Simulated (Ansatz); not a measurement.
A one-dimensional Au body, 14 atoms a period, stretched and compressed along its axis from its relaxed period of 4.995 Å, atoms relaxed at each length.

```yaml
crystal:
  lattice:
    - [16.50000, 0.00000, 0.00000]
    - [0.00000, 16.50000, 0.00000]
    - [0.00000, 0.00000, 4.99535]
  atoms:
    - { symbol: Au, position: [0.66886, 0.50000, 0.00000] }
    - { symbol: Au, position: [0.58443, 0.64624, 0.00000] }
    - { symbol: Au, position: [0.41557, 0.64624, 0.00000] }
    - { symbol: Au, position: [0.33114, 0.50000, 0.00000] }
    - { symbol: Au, position: [0.41557, 0.35376, 0.00000] }
    - { symbol: Au, position: [0.58443, 0.35376, 0.00000] }
    - { symbol: Au, position: [0.64624, 0.58443, 0.50000] }
    - { symbol: Au, position: [0.50000, 0.66886, 0.50000] }
    - { symbol: Au, position: [0.35376, 0.58443, 0.50000] }
    - { symbol: Au, position: [0.35376, 0.41557, 0.50000] }
    - { symbol: Au, position: [0.50000, 0.33114, 0.50000] }
    - { symbol: Au, position: [0.64624, 0.41557, 0.50000] }
    - { symbol: Au, position: [0.50000, 0.50000, 0.25000] }
    - { symbol: Au, position: [0.50000, 0.50000, 0.75000] }
```

The numbers are results of PBE (plane waves to 420 eV, PAW; Ansatz, a quantum-chemistry and plane-wave program), not measurements. Mesh 1×1×12. No spin polarisation. Periodic along z alone, with about 11 Å of vacuum beside it. A hypothetical model. It keeps the symmetry and period of its start, so it need not be a minimum against all distortions. Values not marked SOC lack spin–orbit coupling. Buckling under compression is shut out by symmetry and the short period. Energies are free energies at a Fermi–Dirac width of 0.05 eV, from the unstrained cell.

```csv
strain (%),energy (meV a period),axial force (nN)
-3.0,+183,-3.87
-1.5,+45,-1.91
0.0,0,+0.01
+1.5,+42,+1.76
+3.0,+160,+3.27
+6.0,+576,+5.49
```

The slope of the force at zero strain is 120 nN.
